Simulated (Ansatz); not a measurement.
Here is the system:

```
CELL_PARAMETERS angstrom
      3.57688     0.00000     0.00000
      1.78844     3.09767     0.00000
      0.00000     0.00000    25.22177
ATOMIC_POSITIONS crystal
  O  0.66667 0.16667 0.29686
  Hf 0.33333 0.83333 0.32796
  O  0.00000 0.50000 0.35693
  O  0.33333 0.83333 0.41245
  Hf 0.00000 0.50000 0.44170
  O  0.66667 0.16667 0.47055
  O  0.00000 0.50000 0.52945
  Hf 0.66667 0.16667 0.55830
  O  0.33333 0.83333 0.58755
  O  0.66667 0.16667 0.64307
  Hf 0.33333 0.83333 0.67204
  O  0.00000 0.50000 0.70314
```

No spin polarisation.

Calculations: r2SCAN (Ansatz, a quantum-chemistry and plane-wave program), scalar-relativistic without spin-orbit coupling. Γ-centred 11×11×1 mesh, Fermi–Dirac width 0.05 eV. The cell is a slab with vacuum along z.

Problem. What is the computed band gap?

Solution. 4.59 eV.

Problem. Estimate the gap character.

Solution. Direct at M.

With Hf present, leaving out spin-orbit coupling can change the band edges. Whether these cells are dynamically stable was not tested. The cell was made from HfO$_{2}$ in the fluorite structure (space group Fm-3m, No. 225) by this change: a free-standing slab of 4 layers (12 atoms, 3 a layer) is cut normal to [111], with 15 Å of vacuum and the in-plane cell held at bulk. This is not the structure that HfO2 has at room temperature and ambient pressure.
